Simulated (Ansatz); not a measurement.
System: CsCl-type TiCo. Method: PBE0-D3(BJ) (Ansatz, a quantum-chemistry and plane-wave program, PAW).

Numerical settings: plane-wave cutoff 460 eV, 10×10×10 k mesh, Fermi–Dirac smearing 0.05 eV, no spin polarisation, scalar-relativistic PAW data made under PBE.

Computed at the level's own relaxed cell.

Q: What does this level give for the volume per atom, bulk modulus, lattice constant a and pressure derivative B′ of the bulk modulus?

A: 
- volume per atom: 12.18 Å³/atom
- bulk modulus: 226 GPa
- lattice constant a: 2.899 Å
- pressure derivative B′ of the bulk modulus: 4.2

Measured, for comparison: equilibrium volume per atom 13.43 Å³/atom, bulk modulus 154 GPa, lattice constant a 2.995 Å (room temperature, not corrected to a static lattice; as tabulated in Yamada et al. (2019), arXiv:1910.09660). Computed (rounded) less measured: equilibrium volume per atom -9.3 %, bulk modulus +47 %, lattice constant a -3.2 %.

Note: the run has no spin polarisation, so it can have missed a magnetic state.

Static lattice: no zero-point or thermal effects.

It cost about 30 core-minutes (a rough figure) of CPU time.
